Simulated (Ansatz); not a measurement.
## Evanescent states of SiC (P6_3mc, wurtzite, 4 atoms a cell, 10.3 Å³ an atom) along the normal of (110)

Calculation: r2SCAN (plane waves, PAW; Ansatz, a first-principles code).

The gap is the functional's own, uncorrected, and κ follows it; spin-orbit coupling is left out. Mid-gap means the computed energy nearest the middle.

Energies count from the valence-band top; κ is the least over a 6×6 mesh across the current.

| E (eV) | κ (1/Å) | where |
|---|---|---|
| 0.07 | 0.074 | Γ |
| 0.21 | 0.125 | Γ |
| 0.35 | 0.158 | Γ |
| 0.49 | 0.184 | Γ |
| 0.63 | 0.205 | Γ |
| 0.77 | 0.223 | Γ |
| 0.91 | 0.239 | Γ |
| 1.05 | 0.238 | Γ |
| 1.19 | 0.233 | Γ |
| 1.33 | 0.228 | Γ |
| 1.47 | 0.222 | Γ |
| 1.61 | 0.215 | Γ |
| 1.75 | 0.208 | Γ |
| 1.89 | 0.200 | Γ |
| 2.03 | 0.191 | Γ |
| 2.17 | 0.182 | Γ |
| 2.31 | 0.171 | Γ |
| 2.45 | 0.148 | Γ |
| 2.59 | 0.081 | Γ |

How thick must the barrier be to attenuate the transmission by 10^8 when the electrodes' Fermi level lies at 0.07 eV, and what attenuation does that film give at 2.59 eV?

d = 8 ln 10 / (2 × 0.074) = 124.5 Å. At 2.59 eV it gives 8 × 0.081/0.074 = 8.8 decades.
